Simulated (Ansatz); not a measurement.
Consider the following.

```yaml
crystal:
  lattice:
    - [0.00000, 2.69403, 2.77701]
    - [2.69403, 0.00000, 2.77701]
    - [2.69403, 2.69403, 0.00000]
  atoms:
    - { symbol: Al, position: [0.00000, 0.00000, 0.00000] }
    - { symbol: P, position: [0.75000, 0.75000, 0.75000] }
```

The numbers are results of PBEsol with spin-orbit coupling, rigid bands (plane waves, PAW; Ansatz, a first-principles code), not measurements. Condition of this run: biaxial stress xx = yy = 2 GPa (compression positive) (the target of the relaxation). Cell: cell and atoms relaxed with PBEsol, then loaded as said.

Q: What conductivity effective mass do dilute holes have at 300 K?

A: 0.51 (x), 0.51 (y), 0.70 (z) mₑ.

Q: Predict the electron conductivity mass (n e² τ/σ) at 300 K, by direction if it differs.

A: 0.39 (x), 0.39 (y), 0.27 (z) mₑ.

Q: And the band gap?

A: 1.30 eV at this level; semilocal functionals usually fall short of the measured gap.

Rigid bands, one relaxation time for all states, no polarons.
